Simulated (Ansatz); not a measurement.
## A computed series for La: pressure series

Base system: La (space group P6_3/mmc, No. 194; a = 3.661 Å, c = 11.718 Å).

Cell and atoms are relaxed at each pressure.

Computed with Ansatz (an electronic-structure program) PBEsol, spin-orbit coupling left out, earlier PAW set.

Two rows of this table had their results exchanged by mistake.

```
pressure          volume per atom (Å³)  shortest distance (Å)  band gap
----------------  --------------------  ---------------------  --------
pressure −2 GPa                  36.93                  3.715      zero
pressure −1 GPa                  35.36                  3.660      zero
pressure 3 GPa                   30.82                  3.495      zero
pressure 7 GPa                   20.70                  3.076      zero
pressure 15 GPa                  24.21                  3.228      zero
pressure 30 GPa                  27.93                  3.384      zero
pressure 50 GPa                  18.47                  2.967      zero
pressure 75 GPa                  16.95                  2.880      zero
pressure 100 GPa                 15.87                  2.817      zero
```

Task: Which two?

Result: The rows for pressure 7 GPa and pressure 30 GPa: the volume has to fall steadily with pressure, so 27.93 Å³ belongs to pressure 7 GPa and 20.70 Å³ to pressure 30 GPa.

Load acts through the strain it causes; cell and atoms are relaxed under it. No phonon test of stability was made. Competing high-pressure phases were not computed.
